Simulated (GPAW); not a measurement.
GPAW run on SbAs (P1, 2 atoms in the cell): self-consistent single point.

Method of the run: PBEsol, GPAW PAW datasets PBEsol (made by gpaw-setup) (plane waves; GPAW).

The change in words: atoms moved at random. Reference geometry:
```xyz
2
Lattice="2.0327 1.1736 3.7166 -2.0327 1.1736 3.7166 0.0000 -2.3472 3.7166" Properties=species:S:1:pos:R:3 pbc="T T T"
Sb     0.0000     0.0000     2.5544
As     0.0000     0.0000     8.5953
```

Reference input (self-consistent single point, DFT PBEsol, plane waves, GPAW PAW datasets PBEsol (made by gpaw-setup)): mode = pw; ecut = 550 eV; xc = PBEsol; kpts = 7 7 7; mesh shift (steps) = 0 0 0; occupations.name = fermi-dirac; occupations.width = 0.1 eV; nbands = -10; symmetry.symmorphic = false; symmetry.tolerance = 0.0005; maxiter = 150. This run's input differs from it in these lines:

```diff
@@ -8,4 +8,4 @@
                     [0.000000, -2.347177, 3.716593]],
-              scaled_positions=[[0.229100, 0.229100, 0.229100],
-                                [0.770897, 0.770897, 0.770897]],
+              scaled_positions=[[0.222636, 0.225327, 0.240690],
+                                [0.777361, 0.774670, 0.759307]],
               pbc=True)
```

Log, with long lists cut:

```
     iter     time        total  log10-change:
                         energy   eigst   dens
iter:   1 --:--:--    -9.976608
iter:   2 --:--:--    -9.985090   -0.96  -1.41
iter:   3 --:--:--    -9.947482   -2.31  -1.45
iter:   4 --:--:--    -9.954828   -2.93  -1.72
iter:   5 --:--:--    -9.942243   -3.52  -1.87
iter:   6 --:--:--    -9.942277   -4.70  -2.88
iter:   7 --:--:--    -9.942198c  -5.38  -2.98
iter:   8 --:--:--    -9.942191c  -5.47  -3.19
iter:   9 --:--:--    -9.942190c  -6.61  -3.58
iter:  10 --:--:--    -9.942192c  -6.74  -3.77
iter:  11 --:--:--    -9.942192c  -8.07c -4.33c
Converged after 11 iterations.

Dipole moment: (-0.006374, -0.048890, -3.220153) |e|*Ang

Energy contributions relative to reference atoms: (reference = -237664.226541)

Kinetic:         +5.825460
Potential:       -6.942721
External:        +0.000000
XC:              -8.970144
Entropy (-ST):   -0.008468
Local:           +0.149448
SIC:             +0.000000
--------------------------
Free energy:     -9.946426
Extrapolated:    -9.942192

Showing only first 2 kpts
 Kpt  Band  Eigenvalues  Occupancy
  0     8      4.54513    2.00000
  0     9      4.81165    2.00000
  0    10      8.32429    0.00000
  0    11      9.06007    0.00000

  1     8      4.67324    2.00000
  1     9      4.75198    2.00000
  1    10      8.37196    0.00000
  1    11      8.76880    0.00000

Fermi level: 6.44559

No gap
No difference between direct/indirect transitions
Energy (eV): -9.942192

Forces in eV/Ang:
  0 Sb    0.03060    0.28902    0.08078
  1 As   -0.03070   -0.29011   -0.08575

Stress tensor:
     0.014951     0.000306    -0.001046
     0.000306     0.006790    -0.008854
    -0.001046    -0.008854     0.017515
Stress (GPa, Voigt): [ 2.3955  1.0879  2.8062 -1.4185 -0.1676  0.0491]
```

The run converged in 11 iterations. GPAW prints stress with tension positive. Against the reference run the free energy goes up by 5.3 meV/atom, the pressure stays near -2.10 GPa while the yy stress (positive for compression) goes from -1.76 to -1.09 GPa and the largest force goes from 0.100 to 0.304 eV/Å.

The starting cell comes from a database of computed structures (which also holds hypothetical and non-ambient phases and stackings), without a prior relaxation at this level. For this run, on top of that: atoms moved at random. The run gives no clean gap (levels at the Fermi energy touch, overlap or are partly filled at this smearing), which alone does not show that the compound is a metal.

Cost on one core of a shared machine: roughly 90 s.
